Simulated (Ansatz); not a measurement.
The starting structures come from a database of crystals and need not be the phases stable at ambient conditions.

Data:

```yaml
crystal:
  lattice:
    - [5.07467, 0.00000, 0.00000]
    - [0.00000, 5.28340, 0.00000]
    - [0.00000, 0.00000, 5.10111]
  atoms:
    - { symbol: Zr, position: [0.26646, 0.03027, 0.74906] }
    - { symbol: Zr, position: [0.73354, 0.96973, 0.24906] }
    - { symbol: Zr, position: [0.26646, 0.46973, 0.24906] }
    - { symbol: Zr, position: [0.73354, 0.53027, 0.74906] }
    - { symbol: O, position: [0.53670, 0.22988, 0.50084] }
    - { symbol: O, position: [0.46330, 0.77012, 0.00084] }
    - { symbol: O, position: [0.53670, 0.27012, 0.00084] }
    - { symbol: O, position: [0.46330, 0.72988, 0.50084] }
    - { symbol: O, position: [0.06736, 0.36503, 0.60611] }
    - { symbol: O, position: [0.93264, 0.63497, 0.10611] }
    - { symbol: O, position: [0.06736, 0.13497, 0.10611] }
    - { symbol: O, position: [0.93264, 0.86503, 0.60611] }
```

Space group of this cell: Pca2_1. The cell is taken as given.

All values below come from r2SCAN (plane waves, PAW; Ansatz, a program for electronic structure).

The current runs along the normal of the first two printed vectors; no spin-orbit coupling. Scaled by the factor s: both lengths across the current (ions clamped). Meshes 6×6×6 and 6×6 across the current in all rows.

```tsv
s	mean pressure (GPa)	band gap (eV)
0.98	11.0	?
1.00	-0.1	4.40
1.02	-9.3	4.23
```

Question: Take the slope of the band gap against ln s from the two given rows, extrapolate to s = 0.98, and say what the run there gives.

Answer: Slope = (4.23 − 4.40) / ln 1.02 = -8.58 eV. The line gives 4.40 + (-8.58) × ln 0.98 = 4.57 eV. The run gives 4.54 eV, 0.03 eV under the line, 19 % of the predicted step.
